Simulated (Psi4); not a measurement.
Psi4 1.11, BP86/def2-svp: Y(F)(OSiH3)2 ([F][Y]([O][SiH3])[O][SiH3]), 12 atoms. The geometry is a generated start, not checked to be a minimum at this level.

```json
{
  "task": "energy",
  "method": "bp86",
  "basis": "def2-svp",
  "memory": "3 GB",
  "maxiter": "100",
  "keys_of_the_molecule_block": "symmetry c1",
  "scf_type": "df (default)",
  "guess": "auto, which took SAD (default)",
  "scf_initial_accelerator": "adiis (default)",
  "e_convergence": "1e-06 (default)",
  "d_convergence": "1e-06 (default)",
  "dft_radial_points": "75 (default)",
  "dft_spherical_points": "302 (default)",
  "effective_core_potentials": "those of the basis set, past Kr",
  "basis_functions": "139",
  "grid_points": "258812"
}
```

```xyz
12

Y      0.8327     1.1623     0.5258
F     -0.0029     2.3438     1.8025
O      0.1978     1.5102    -1.2945
Si    -1.4218     1.4990    -1.4114
H     -1.9430     0.8875    -0.1158
H     -1.7776     0.6814    -2.5769
H     -1.8964     2.8794    -1.5837
O      0.6337    -0.7362     1.0185
Si     1.2149    -2.2421     0.9264
H      0.1188    -3.1502     1.2645
H      2.3284    -2.3550     1.8872
H      1.7157    -2.4801    -0.4425
```

Charge 0 and multiplicity 1 are set for this test and not shown to be the ground state.

One run each on 2 threads. Values of diis_max_vecs tried: 3, 6, 10 (default), 20.

Task: Predict the course of the SCF iterations along this series.

Result: Fewest SCF iterations, within one of each other: 6 with 11, 10 (default) with 11, 20 with 11. The count rises to 30 at 3. All converge to one solution.

```tsv
diis_max_vecs	SCF iterations	end
3	30	same solution
6	11	same solution
10 (default)	11	same solution
20	11	same solution
```
